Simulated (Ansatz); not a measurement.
## Response to strain in Si

The reference is Si in the diamond structure (space group Fd-3m, No. 227).

```yaml
crystal:
  lattice:
    - [0.00000, 2.72216, 2.72216]
    - [2.72216, 0.00000, 2.72216]
    - [2.72216, 2.72216, 0.00000]
  atoms:
    - { symbol: Si, position: [0.00000, 0.00000, 0.00000] }
    - { symbol: Si, position: [0.25000, 0.25000, 0.25000] }
```

Cartesian axes are those of the cell as printed.

Strains are applied to the cell and any free atomic positions relax.

Computed with DFT with r2SCAN, PAW potentials and a 500 eV plane-wave cutoff in Ansatz (a first-principles code), spin-orbit coupling left out.

Candidates:
(a) tensor shear ε_xy = +1.71 %
(b) tensor shear ε_xy = +2.00 %
(c) tensor shear ε_xy = +1.14 %
(d) tensor shear ε_xy = +0.29 %
(e) tensor shear ε_xy = +1.43 %

Base values:

| Quantity | Result |
|---|---|
| Band gap | 0.78 eV |

Problem. Order them by band gap, lowest first.

Solution. (b) tensor shear ε_xy = +2.00 % (0.42 eV), (a) tensor shear ε_xy = +1.71 % (0.49 eV), (e) tensor shear ε_xy = +1.43 % (0.56 eV), (c) tensor shear ε_xy = +1.14 % (0.62 eV), (d) tensor shear ε_xy = +0.29 % (0.75 eV)

Semilocal Kohn–Sham gaps tend to fall short of experiment. Whether these cells are dynamically stable was not tested.
